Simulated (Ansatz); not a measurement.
A self-consistent single point of MnIr3 (P6_3/mmc, 8 atoms in the cell) with Ansatz (a program for electronic structure).

Level of theory: PBEsol, default PAW files made with PBE (plane waves; Ansatz).

The change in words: lattice scaled by 1.015; basis.ecutwfc: 420 eV → 250 eV. Reference geometry:
```xyz
8
Lattice="5.4288 0.0000 0.0000 -2.7144 4.7015 0.0000 0.0000 0.0000 4.3543" Properties=species:S:1:pos:R:3 pbc="T T T"
Ir     2.7144     3.1895     1.0886
Ir    -1.4050     3.9455     3.2658
Ir     1.3094     0.7560     1.0886
Ir     0.0000     1.5120     3.2658
Ir     4.1194     0.7560     1.0886
Ir     1.4050     3.9455     3.2658
Mn     0.0000     3.1343     1.0886
Mn     2.7144     1.5672     3.2658
```
Moments meant for the start (each program seeds them in its own way; μB, in the order of the atoms Ir Ir Ir Ir Ir Ir Mn Mn): 0.0 0.0 0.0 0.0 0.0 0.0 4.0 4.0.

Reference input (self-consistent single point, DFT, PBEsol, plane waves, default PAW files made with PBE): basis.ecutwfc = 420 eV; kpoints.mp_grid.grid = 5 5 5; hamiltonian.xc = pbesol; hamiltonian.pseudopotentials = {kind: paw} (the program's default PAW files); magnetization.spin_polarized = true; scf.occupations.method = gaussian; scf.occupations.width = 0.1 eV. This run's input differs from it in these lines:

Ansatz 0.2 input:
```diff
@@ -3,16 +3,16 @@
   lattice:
-    - [5.428835, 0.000000, 0.000000]
-    - [-2.714417, 4.701509, 0.000000]
-    - [0.000000, 0.000000, 4.354346]
+    - [5.510268, 0.000000, 0.000000]
+    - [-2.755133, 4.772032, 0.000000]
+    - [0.000000, 0.000000, 4.419661]
   atoms:
-    - { symbol: Ir, position_ang: [2.714418, 3.189504, 1.088586] }
-    - { symbol: Ir, position_ang: [-1.404982, 3.945506, 3.265759] }
-    - { symbol: Ir, position_ang: [1.309435, 0.756003, 1.088586] }
-    - { symbol: Ir, position_ang: [0.000000, 1.512005, 3.265759] }
-    - { symbol: Ir, position_ang: [4.119400, 0.756003, 1.088586] }
-    - { symbol: Ir, position_ang: [1.404983, 3.945506, 3.265759] }
-    - { symbol: Mn, position_ang: [-0.000002, 3.134341, 1.088586], spin: 4.0 }
-    - { symbol: Mn, position_ang: [2.714420, 1.567168, 3.265759], spin: 4.0 }
+    - { symbol: Ir, position_ang: [2.755135, 3.237347, 1.104915] }
+    - { symbol: Ir, position_ang: [-1.426057, 4.004689, 3.314746] }
+    - { symbol: Ir, position_ang: [1.329077, 0.767343, 1.104915] }
+    - { symbol: Ir, position_ang: [0.000000, 1.534685, 3.314746] }
+    - { symbol: Ir, position_ang: [4.181192, 0.767343, 1.104915] }
+    - { symbol: Ir, position_ang: [1.426058, 4.004689, 3.314746] }
+    - { symbol: Mn, position_ang: [-0.000002, 3.181356, 1.104915], spin: 4.0 }
+    - { symbol: Mn, position_ang: [2.755137, 1.590676, 3.314746], spin: 4.0 }
 basis:
-  ecutwfc: 420.0 eV
+  ecutwfc: 250.0 eV
 kpoints:
```

Output (repeated stretches shortened):

```
SCF iter   1: F=—  HF=-78522.464894 eV  |F-HF|=—  |Δ(HF+E_count)|=         —  Δρ=8.71e-2 (↑6.30e-2 ↓8.71e-2)  dr2=1.86e1  dr2_m=3.33e0  M=4.328 μB ∫|m|=5.884 μB  β_m=0.30  ethr=3.10e-3  ⟨swp⟩=4.4  Hψ=7147  notcnv=0  defer=8
Mixer restart at iter 1: flushing history
all-band conjugate gradients solve this SCF's bands
preconditioner: auto → Kerker (q_TF=auto, 2.787 Å⁻¹)
   [... lines left out ...]
SCF iter  10: F=—  HF=-78519.599780 eV  |F-HF|=—  |Δ(HF+E_count)|=   1.92e-8  Δρ=4.99e-6 (↑4.99e-6 ↓2.46e-6)  dr2=6.86e-8  dr2_m=2.83e-9  M=4.119 μB ∫|m|=6.375 μB  β_m=0.98  ethr=2.63e-10  ⟨swp⟩=2.0  Hψ=3407  notcnv=0  defer=238
SCF iter  11: F=-78519.599780 eV  HF=-78519.599780 eV  |F-HF|=4.36e-8  |Δ(HF+E_count)|=   1.31e-9  Δρ=3.06e-6 (↑3.06e-6 ↓2.54e-6)  dr2=4.66e-8  dr2_m=1.98e-10  M=4.119 μB ∫|m|=6.375 μB  ethr=5.20e-11  ⟨swp⟩=6.9  Hψ=7414  notcnv=0
SCF 1 converged in 11 iterations: F = -78519.599780 eV  dr2 = 4.66e-8
WARN: an SCF from antiferromagnetic starting moments (0.00, 0.00, 0.00, 0.00, 0.00, 0.00, -4.00, 4.00 Bohr magnetons, atom by atom) was not made, by what the …
Magnetization: 4.1189 μB (68.0595 up, 63.9405 down)
   [... lines left out ...]
Absolute magnetization: 6.3810 μB (∫|ρ↑−ρ↓|, with the PAW one-centre terms)
Free energy (F): -78519.599780 eV
Fermi energy:    22.049528 eV
   [... lines left out ...]
  atom   8  Mn     0.00000000     0.00000000     0.00000000
--- Stress (GPa, compression-positive) ---
      -14.068912      -0.000000       0.000000
       -0.000000     -14.068912       0.000000
        0.000000       0.000000      -8.962278
  P = ⅓ Tr σ = -12.3667 GPa (-123.667 kbar)
  The stress holds the Pulay correction. Without it, at fixed plane waves, as pw.x and ABINIT print it: P = -126.5020 GPa
```

The run converged in 11 iterations. Against the reference run the free energy goes up by 1.58 eV/atom, the pressure goes from -7.28 to -12.37 GPa, the largest force goes from 2.145 to 1.985 eV/Å and the size of the net moment moves little (0.49 to 0.51 μB/atom).

The starting cell was generated: these elements placed on a structure prototype, without a prior relaxation; it need not be a known phase or ordering of this composition. For this run, on top of that: lattice scaled by 1.015. The magnetic order is the one reached from the typed start; others were not searched systematically. The program warned that, by what it read of turns of the moments, another magnetic order lies lower. Forces in this geometry exceed 1 eV/Å. Ansatz's pressure includes its estimate of the finite-basis (Pulay) stress. Without the estimate this run gives -126.50 GPa. The cutoff lies below the one recommended for these files.
